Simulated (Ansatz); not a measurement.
Results of rVV10 (PAW; Ansatz, an electronic-structure program) for cubic perovskite BaLiF₃.

Numerical settings: plane-wave cutoff 520 eV, 8×8×8 k mesh, Fermi–Dirac smearing 0.01 eV, scalar-relativistic PAW data made under PBE.

The direct gap at Γ against volume; x = 100 ln(V/12.864 Å³). One gap is withheld.

```json
[
 {"V (Å³/atom)": "12.092", "x": "-6.19", "gap (eV)": "6.749"},
 {"V (Å³/atom)": "12.349", "x": "-4.09", "gap (eV)": "6.714"},
 {"V (Å³/atom)": "12.606", "x": "-2.03", "gap (eV)": "6.677"},
 {"V (Å³/atom)": "12.864", "x": "0.00", "gap (eV)": "6.640"},
 {"V (Å³/atom)": "13.121", "x": "1.98", "gap (eV)": "6.602"},
 {"V (Å³/atom)": "13.378", "x": "3.92", "gap (eV)": "6.564"},
 {"V (Å³/atom)": "13.636", "x": "5.83", "gap (eV)": "?"}
]
```

Fit a straight line to the rows shown, give the volume deformation potential and predict the withheld gap.

Means of the 6 rows: x̄ = -1.068, ȳ = 6.6577 eV. Σ(x − x̄)(y − ȳ) = -1.3124 and Σ(x − x̄)² = 71.604, so the slope is -0.0183 eV per unit of x, and dE_g/d ln V = -1.8 eV. At x = 5.83: 6.6577 + (-0.0183) × (5.83 − (-1.068)) = 6.531 eV. The run gives 6.525 eV, 0.006 eV below the line, as the curve bends the same way over all rows.

Spin–orbit coupling is not included.

Note: the relaxation could not lower the start's symmetry, so the cell can be a saddle point above a distorted one.
